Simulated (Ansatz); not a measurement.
**A series of runs on TcTe2 (R-3m, 3 atoms in the cell)**

```
CELL_PARAMETERS angstrom
      2.06978     1.19499     6.27498
     -2.06978     1.19499     6.27498
      0.00000    -2.38997     6.27498
ATOMIC_POSITIONS crystal
  Tc 0.00000 0.00000 0.00000
  Te 0.25200 0.25200 0.25200
  Te 0.74800 0.74800 0.74800
```

Base run A: LDA (PW92), default PAW files made with PBE run with Ansatz (a first-principles code), self-consistent single point.

Its settings: basis.ecutwfc = 36.7 Ry; kpoints.mp_grid.grid = 8 8 8; hamiltonian.xc = lda; hamiltonian.pseudopotentials = {kind: paw} (the program's default PAW files); scf.occupations.method = methfessel_paxton; scf.occupations.width = 0.02 Ry.

The starting cell was generated: these elements placed on a structure prototype, without a prior relaxation; it need not be a known phase or ordering of this composition. Spin polarisation is off; with an odd number of electrons in the cell that forces a metal, and a magnetic state may lie lower. In the base run, with a pressure of about -13 GPa the cell is away from its equilibrium volume at this level. In the base run, forces exceed 1 eV/Å. Ansatz's pressure includes its estimate of the finite-basis (Pulay) stress. The cutoff lies below the one recommended for these files.

ΔF is the free energy per atom less that of run A. 

Runs:
- B: scf.algorithm: default → direct_min
- C: scf.eigensolver.kind: default (the program chose band_cg) → davidson
- D: basis.precision: default → f64
- E: scf.self_checks: default → high

| run | ΔF (meV/atom) | pressure (GPa) | largest force (eV/Å) | iterations |
|---|---|---|---|---|
| A | 0.00 | -13.02 | 1.329 | 8 |
| B | 0.00 | -13.02 | 1.329 | 14 |
| C | 0.00 | -13.02 | 1.329 | 9 |
| D | 0.00 | -13.02 | 1.329 | 8 |
| E | 0.00 | -13.02 | 1.329 | 8 |

Runs B, C, D, E reached the same state as A (within 1 meV/atom). The fewest iterations to that state were 8 (A, D, E); the most were 14.

Keys are those of Ansatz 0.2.
